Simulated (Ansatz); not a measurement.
**Ru on a Co site (middle of the slab) in a 3x3 cell of the 1x1 (0001) surface of hcp Co, ferromagnetic**

Level of theory: PBE (plane waves to 420 eV, PAW; Ansatz, an electronic-structure program).

Model: 36-atom slab, 6.0 Å thick at the start (thin: gaps and levels are the slab's own), 5x5x1 mesh, Fermi-Dirac 0.1 eV, dipole correction, 9 atoms held, the rest relaxed; start symmetry kept, larger cells not searched; spin-polarised, no spin-orbit, no U.

| Property | Result |
|---|---|
| formation energy against hcp Co, ferromagnetic, hcp Ru | 0.85 eV |
| work function of the top face | 4.97 eV |
| change of the work function | 0.000 eV |
| change of the step from the bottom to the top vacuum level, against the clean slab | -0.019 eV |
| energy released by relaxation | 0.087 eV |
| magnetic moment of the cell | 59.56 μB |
| largest move of a host atom | 0.06 Å |
